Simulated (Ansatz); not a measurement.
Given:

```yaml
crystal:
  lattice:
    - [0.00000, 2.73940, 2.73940]
    - [2.73940, 0.00000, 2.73940]
    - [2.73940, 2.73940, 0.00000]
  atoms:
    - { symbol: Bi, position: [0.75000, 0.75000, 0.75000] }
    - { symbol: B, position: [0.00000, 0.00000, 0.00000] }
```

No spin polarisation.

A single point on hypothetical zinc blende BiB with a change (pressure −1 GPa), its geometry relaxed with PBEsol.

All numbers come from Kohn–Sham DFT with the r2SCAN functional, run in Ansatz (a first-principles code) with PAW and 500 eV plane waves, scalar-relativistic without spin-orbit coupling. Settings: 10×10×10 k-points, 0.05 eV Fermi–Dirac smearing.

Task: Predict the band gap, electron mass and gap character.

Result: The band gap is 0.44 eV. The electron mass is 0.029 mₑ (at Γ) and the gap character comes out as direct at Γ.

Single points use the geometry relaxed with PBEsol. Spin-orbit coupling, missing from the scalar runs, can matter with Bi. Load acts through the strain it causes; cell and atoms are relaxed under it. Masses are band curvatures over ±0.01 Å⁻¹ around the edge. No phonon test of stability was made. The cell was made from BiB in the zinc blende structure (space group F-43m, No. 216; a hypothetical phase, not in the database extracts checked) by this change: pressure −1 GPa.
